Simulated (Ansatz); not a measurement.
Cost and result by functional for the surface energy of the (10-12) surface of hcp Hf in its 1x1 cell, outermost plane spacing 1.25 Å in the ideal cut, in Ansatz (plane waves, PAW). Single points on the PBE structure, on one kind of machine; costs are rough ratios of the slab run's core time (references not counted) to the cheapest single point. r2SCAN's cost holds its higher cutoff (500 against 420 eV). Differences are taken against r2SCAN for comparison alone: no measured value is at hand, so the table doesn't rank accuracy.

Slab: 12 atoms, 10.6 Å thick at the start; k 12x5x1, smearing 0.1 eV, dipole-corrected; all atoms relaxed; held to the start's symmetry, so lower structures may exist; no spin, no spin-orbit, no U. These notes are the PBE run's.

```tsv
functional	relative cost	surface energy (J/m²)	less r2SCAN (J/m²)
PBEsol	1	2.13	-0.01
LDA	1	2.18	0.04
RPBE	1	1.82	-0.32
r2SCAN	2	2.14	0.00
PBE (the relaxed run's value)	–	1.94	-0.20
```

The values span 0.36 J/m², while the single points' costs differ by a factor of roughly 2. Differences are of unrounded values.

Ansatz is an electronic-structure program.
